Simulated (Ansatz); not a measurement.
free sheet of monolayer 1T PtS2: Pt16S32, 3 atomic planes, area 177 Å², cell height 15.5 Å with vacuum; both faces free, started from the relaxed sheet, in-plane cell fixed at 1.000 times the relaxed lattice. Calculation: PBE (plane waves, PAW; Ansatz, a quantum-chemistry and plane-wave program). Mean temperature 533 K, 6.4 ps sampled after 2.9 ps of Langevin dynamics; k-points: Γ only; no spin polarisation or spin-orbit coupling.

A denser in-plane k-mesh moves the forces of one frame by 0.03 eV/Å rms. Bonds are counted up to Pt-S 2.81 Å; heights count from the centre of mass.

Question: What happens at the sheet: give the outer plane spacing; normal motion of the outer planes over that of the middle; in-plane diffusion; coordination in the top plane; mean vibrational (phonon) frequency.

Answer: 
| Property | Value |
|---|---|
| outer plane spacing | 1.24 Å against 1.23 Å at the start (+1 %) |
| normal motion of the outer planes over that of the middle | 1.1 |
| in-plane diffusion | none seen within 6.4 ps |
| coordination in the top plane | 3-fold 100 % |
| mean vibrational (phonon) frequency | 7.3 THz |
